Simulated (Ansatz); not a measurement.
## PtTe2, response to strain

The reference is PtTe2 (space group P-3m1, No. 164; a = 4.0090 Å, c = 4.9600 Å; layered; relaxed with 0.1 eV smearing). Axes: x lies along a and z along c of the hexagonal cell.

Strains are applied to the cell and any free atomic positions relax.

Computed with PBEsol-D3(BJ) (Ansatz, a quantum-chemistry and plane-wave program; PAW; 420 eV plane waves; no spin-orbit coupling).

Notes on the quantities. energy relative to the base: free energy F.

| case | energy relative to the base | volume per atom |
|---|---|---|
| base | 0 meV/atom | 23.01 Å³ |
| uniaxial strain ε_xx = −1.50 % | +3.1 meV/atom | 22.67 Å³ |
| uniaxial strain ε_xx = −1.00 % | +1.4 meV/atom | 22.78 Å³ |
| uniaxial strain ε_xx = −0.50 % | +0.3 meV/atom | 22.90 Å³ |
| uniaxial strain ε_xx = +0.50 % | +0.3 meV/atom | 23.13 Å³ |
| uniaxial strain ε_xx = +1.00 % | +1.3 meV/atom | 23.24 Å³ |
| uniaxial strain ε_xx = +1.50 % | +3.0 meV/atom | 23.36 Å³ |

Stability against distortions was not tested. The final runs are not spin-polarised.
